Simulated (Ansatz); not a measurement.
Surface energy of faces of bcc Ta in PBE and in r2SCAN, in Ansatz (plane waves, PAW). Symmetric slabs relaxed with PBE from ideal cuts in 1x1 cells (the lowest computed cut and spin start of each face; real faces may reconstruct in larger cells); r2SCAN values are single points on them, with the bulk at the same level. No spin-orbit coupling, no U.

```json
[
 {"face": "(100)", "PBE (J/m²)": "2.55", "r2SCAN (J/m²)": "2.72"},
 {"face": "(110)", "PBE (J/m²)": "2.38", "r2SCAN (J/m²)": "2.59"},
 {"face": "(111)", "PBE (J/m²)": "2.74", "r2SCAN (J/m²)": "2.97"},
 {"face": "(210)", "PBE (J/m²)": "2.55", "r2SCAN (J/m²)": "2.75"},
 {"face": "(211)", "PBE (J/m²)": "2.70", "r2SCAN (J/m²)": "2.94"},
 {"face": "(221)", "PBE (J/m²)": "2.66", "r2SCAN (J/m²)": "2.88"},
 {"face": "(320)", "PBE (J/m²)": "2.50", "r2SCAN (J/m²)": "2.70"},
 {"face": "(322)", "PBE (J/m²)": "2.72", "r2SCAN (J/m²)": "2.95"},
 {"face": "(332)", "PBE (J/m²)": "2.68", "r2SCAN (J/m²)": "?"}
]
```

Q: Fit a straight line y = a·x + b by least squares to the 8 complete rows (x: PBE (J/m²); y: r2SCAN (J/m²)).

A: the means are x̄ = 2.6000 and ȳ = 2.8125; Σ(x − x̄)² = 0.11100 and Σ(x − x̄)(y − ȳ) = 0.12330, so a = 1.111 and b = ȳ − a·x̄ = -0.076. The largest residual is 0.037.

Q: What does the line predict for the withheld row, (332), and what did the calculation give?

A: the line gives 2.90; the calculation gave 2.90, a miss of 0.00, of the size of the fitted rows' scatter and rounding.

Ansatz is an electronic-structure program.
